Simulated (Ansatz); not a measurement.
Ansatz (a quantum-chemistry and plane-wave program), DFT, PBEsol, plane waves, its default PAW files: Rb2LiVO4 (from the phase in space group 36, mp-19123) (Li2O8V2Rb4), 16 atoms, spin-polarised from a ferromagnetic start (2 μB on V), ending non-magnetic. Basis and mesh were picked for this test and aren't claimed converged.

- cell = 6.54, 6.54, 7.88 Å; 90, 90, 126.8°
- task = single point
- k mesh = 4×4×2
- hamiltonian.xc = pbesol
- kind of files = paw
- scf.occupations.method = fermi_dirac
- scf.occupations.width = 0.05 eV
- output.forces = true
- magnetization.spin_polarized = true
- binding of workers (--pin) = off
- k-point pools (--kpoint-pools) = 1
- memory maximum (--max-ram) = 8GiB
- accuracy = medium (default)
- basis.precision = auto (default)
- basis.xc_grid = 2 (default)
- scf.mixing.algorithm = auto (default)
- scf.mixing.preconditioner = auto (default)
- scf.convergence.dr2_threshold = 1e-07 (default)
- scf.lower_state_search = light (default)
- k-points after symmetry (for each spin) = 14
- bands at the start = 76
- electrons = 116
- plane waves at Γ = 5265
- cutoff (eV) = 420
- FFT grid = 45×45×54
- symmetry operations = 4

One run each.

All on 4 threads. Base settings, kept where nothing else is said: scf.eigensolver.kind = auto (default), scf.eigensolver.mixed_precision = false (default), scf.eigensolver.cushion = auto (default), scf.eigensolver.full_accuracy = false (default), scf.algorithm = auto (default) (scf.eigensolver.max_subspace_factor, scf.eigensolver.real_solve not set). The settings tried:
- scf.eigensolver.kind = davidson, scf.eigensolver.cushion = true
- scf.eigensolver.real_solve = false
- scf.eigensolver.mixed_precision = true
- scf.algorithm = direct_min
- scf.eigensolver.kind = davidson
- scf.eigensolver.kind = davidson, scf.eigensolver.mixed_precision = true
- scf.algorithm = density_mixing
- the base settings
- scf.eigensolver.kind = davidson, scf.eigensolver.max_subspace_factor = 6
- scf.eigensolver.kind = davidson, scf.eigensolver.max_subspace_factor = 2
- scf.eigensolver.full_accuracy = true

Predict which of these converge in the fewest applications of H to a band.

Fewest applications of H to a band, with those close behind: scf.eigensolver.real_solve = false (53215); the base settings (53349); scf.algorithm = density_mixing (53349). Most among those that reach the base run's result: scf.algorithm = direct_min (359555). All converged.

| setting | applications of H to a band | SCF iterations (all cycles of the run, searches included) | end |
|---|---|---|---|
| scf.eigensolver.real_solve = false | 53215 | 14 | converged |
| the base settings | 53349 | 14 | converged |
| scf.algorithm = density_mixing | 53349 | 14 | converged |
| scf.eigensolver.kind = davidson | 78170 | 13 | converged |
| scf.eigensolver.kind = davidson, scf.eigensolver.max_subspace_factor = 6 | 78170 | 13 | converged |
| scf.eigensolver.kind = davidson, scf.eigensolver.max_subspace_factor = 2 | 84486 | 14 | converged |
| scf.eigensolver.kind = davidson, scf.eigensolver.cushion = true | 86607 | 14 | converged |
| scf.eigensolver.kind = davidson, scf.eigensolver.mixed_precision = true | 90439 | 13 | converged |
| scf.eigensolver.mixed_precision = true | 90439 | 13 | converged |
| scf.eigensolver.full_accuracy = true | 146235 | 13 | converged |
| scf.algorithm = direct_min | 359555 | 13 | converged |

An iteration's cost differs between solvers, so these counts don't give the time.

Keys are those of Ansatz 0.2.
